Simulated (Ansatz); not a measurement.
SnSb2Te4 (R-3m, No. 166, 7 atoms in the cell; start mp-27947) was calculated with PBEsol (Ansatz, a program for electronic structure, PAW).

Settings: plane-wave cutoff 500 eV, 10×10×10 k mesh, Fermi–Dirac smearing 0.05 eV, scalar-relativistic PAW data made under PBE.

Cell (relaxed at this level):

```
CELL_PARAMETERS angstrom
      2.16062     1.24744    13.57506
     -2.16062     1.24744    13.57506
      0.00000    -2.49487    13.57506
ATOMIC_POSITIONS crystal
  Sn 0.00000 0.00000 0.00000
  Sb 0.57282 0.57282 0.57282
  Sb 0.42718 0.42718 0.42718
  Te 0.86515 0.86515 0.86515
  Te 0.13485 0.13485 0.13485
  Te 0.71270 0.71270 0.71270
  Te 0.28730 0.28730 0.28730
```

Task: Estimate the band gap that the calculation returns.

Result: 
- band gap: 0.03 eV (under three smearing widths, so not firm)

Note: the relaxation could not lower the start's symmetry, so the cell can be a saddle point above a distorted one.

Spin–orbit coupling is not included; with these elements it can move the gap by several tenths of an eV or more.

Cost on a shared machine: around 6 core-minutes (rough).

A start named mp-… is a Materials Project structure, which need not be a measured phase.
